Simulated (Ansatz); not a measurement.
Take RbMgF₃ in the cubic perovskite structure (space group Pm-3m, No. 221; a = 4.0625 Å; a cell from a computed database, its experimental status unchecked) as the base.

Calculations: r2SCAN/PAW in Ansatz (an electronic-structure program), without spin-orbit coupling, earlier PAW set.

Before the change:

* **Band gap**: 8.31 eV
* **Smallest direct gap**: 8.47 eV
* **Volume per atom**: 13.41 Å³
* **Electron mass**: 0.47 mₑ (at Γ)

The change: every Mg is replaced by Be, then cell and atoms are relaxed.

Question: How does this affect the band gap?

Answer: The band gap grows by 0.105 eV to 8.41 eV.

Question: Predict the new smallest direct gap.

Answer: The smallest direct gap falls by 0.05 eV to 8.42 eV.

Question: Predict the new volume per atom.

Answer: The volume per atom drops by 2.38 Å³, from 13.41 Å³ to 11.03 Å³.

Question: How does this affect the electron mass?

Answer: The electron mass goes from 0.47 mₑ (at Γ) to 0.56 mₑ (at Γ).

Effective masses come from finite differences of ±0.01 Å⁻¹. No phonon test of stability was made. As relaxed here, RbBeF3 is a hypothetical phase, not in the database extracts checked. Many cubic perovskites are stable only at high temperature; tilts and polar distortions were not tested.
